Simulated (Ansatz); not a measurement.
```yaml
crystal:
  lattice:
    - [22.00000, 0.00000, 0.00000]
    - [0.00000, 22.50000, 0.00000]
    - [0.00000, 0.00000, 3.84620]
  atoms:
    - { symbol: Si, position: [0.72561, 0.54658, 0.50000] }
    - { symbol: Si, position: [0.73367, 0.60158, 0.00000] }
    - { symbol: Si, position: [0.65451, 0.66734, 0.00000] }
    - { symbol: Si, position: [0.62797, 0.71646, 0.50000] }
    - { symbol: Si, position: [0.52440, 0.72418, 0.50000] }
    - { symbol: Si, position: [0.47340, 0.74867, 0.00000] }
    - { symbol: Si, position: [0.38497, 0.69540, 0.00000] }
    - { symbol: Si, position: [0.32898, 0.68590, 0.50000] }
    - { symbol: Si, position: [0.28947, 0.59198, 0.50000] }
    - { symbol: Si, position: [0.24989, 0.55212, 0.00000] }
    - { symbol: Si, position: [0.27439, 0.45342, 0.00000] }
    - { symbol: Si, position: [0.26633, 0.39842, 0.50000] }
    - { symbol: Si, position: [0.34549, 0.33266, 0.50000] }
    - { symbol: Si, position: [0.37203, 0.28354, 0.00000] }
    - { symbol: Si, position: [0.47560, 0.27582, 0.00000] }
    - { symbol: Si, position: [0.52660, 0.25133, 0.50000] }
    - { symbol: Si, position: [0.61503, 0.30460, 0.50000] }
    - { symbol: Si, position: [0.67102, 0.31410, 0.00000] }
    - { symbol: Si, position: [0.71053, 0.40802, 0.00000] }
    - { symbol: Si, position: [0.75011, 0.44788, 0.50000] }
```

These are PBE (plane waves to 420 eV, PAW; Ansatz, a program for electronic structure) values and carry that method's errors. Mesh 1×1×18. No spin polarisation. One-dimensional cell, images about 11 Å apart. A hypothetical model, rolled from the flat sheet. Only distortions within the start's symmetry and period were free.

Problem. Tabulate the two highest filled and two lowest empty levels along the axis, from the valence top.

Solution. 
```json
[
 {"k (2π/c)": "0.000", "v2 (eV)": "-0.82", "v1 (eV)": "-0.71", "c1 (eV)": "0.75", "c2 (eV)": "1.09"},
 {"k (2π/c)": "0.042", "v2 (eV)": "-0.89", "v1 (eV)": "-0.68", "c1 (eV)": "0.79", "c2 (eV)": "1.17"},
 {"k (2π/c)": "0.083", "v2 (eV)": "-0.98", "v1 (eV)": "-0.62", "c1 (eV)": "0.85", "c2 (eV)": "1.31"},
 {"k (2π/c)": "0.125", "v2 (eV)": "-1.01", "v1 (eV)": "-0.53", "c1 (eV)": "0.87", "c2 (eV)": "1.38"},
 {"k (2π/c)": "0.167", "v2 (eV)": "-0.92", "v1 (eV)": "-0.42", "c1 (eV)": "0.85", "c2 (eV)": "1.37"},
 {"k (2π/c)": "0.208", "v2 (eV)": "-0.80", "v1 (eV)": "-0.30", "c1 (eV)": "0.78", "c2 (eV)": "1.29"},
 {"k (2π/c)": "0.250", "v2 (eV)": "-0.67", "v1 (eV)": "-0.15", "c1 (eV)": "0.67", "c2 (eV)": "1.15"},
 {"k (2π/c)": "0.292", "v2 (eV)": "-0.55", "v1 (eV)": "-0.03", "c1 (eV)": "0.54", "c2 (eV)": "0.98"},
 {"k (2π/c)": "0.333", "v2 (eV)": "-0.45", "v1 (eV)": "-0.03", "c1 (eV)": "0.50", "c2 (eV)": "0.81"},
 {"k (2π/c)": "0.375", "v2 (eV)": "-0.43", "v1 (eV)": "-0.21", "c1 (eV)": "0.64", "c2 (eV)": "0.72"},
 {"k (2π/c)": "0.417", "v2 (eV)": "-0.55", "v1 (eV)": "-0.49", "c1 (eV)": "0.65", "c2 (eV)": "0.65"},
 {"k (2π/c)": "0.458", "v2 (eV)": "-0.77", "v1 (eV)": "-0.77", "c1 (eV)": "0.53", "c2 (eV)": "0.53"},
 {"k (2π/c)": "0.500", "v2 (eV)": "-0.90", "v1 (eV)": "-0.90", "c1 (eV)": "0.53", "c2 (eV)": "0.53"}
]
```
